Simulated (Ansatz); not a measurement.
Band structure of LaCu2 (P6/mmm, 3 atoms in the cell).

```
LaCu2
1.0
    4.30029     0.00000     0.00000
   -2.15015     3.72416     0.00000
    0.00000     0.00000     3.85096
La Cu
1 2
Direct
  0.00000   0.00000   0.00000
  0.33333   0.66667   0.50000
  0.66667   0.33333   0.50000
```

Computed with LDA (PW92), PAW files made with PBE (plane waves; Ansatz, a program for electronic structure).

Settings: kpoints.mp_grid.grid = 9 9 9; hamiltonian.xc = lda; hamiltonian.pseudopotentials = {kind: paw} (the program's default PAW files); scf.occupations.method = fermi_dirac; scf.occupations.width = 0.05 eV; kpoints.band_path.npoints = 8.

The starting cell comes from a database of computed structures (which also holds hypothetical and non-ambient phases and stackings), without a prior relaxation at this level. Spin polarisation is off.

Levels in eV from the Fermi level, bands 21 to 28:
```tsv
point	21	22	23	24	25	26	27	28
Γ	-2.86	-2.73	-2.73	0.24	0.24	0.51	1.52	1.61
M	-2.92	-2.53	-2.41	-1.71	0.59	1.06	1.43	1.79
K	-2.46	-2.06	-1.84	-1.84	-1.66	1.63	1.71	1.71
A	-2.64	-2.58	-2.58	-2.53	1.43	1.43	1.50	1.82
L	-2.60	-2.39	-2.04	-1.00	-0.68	-0.61	1.10	1.81
H	-2.65	-2.65	-2.50	-2.05	0.19	0.19	1.42	1.81
```

Bands cross the Fermi level along this path, so the cell is metallic at this level.

Keys are those of Ansatz 0.2.
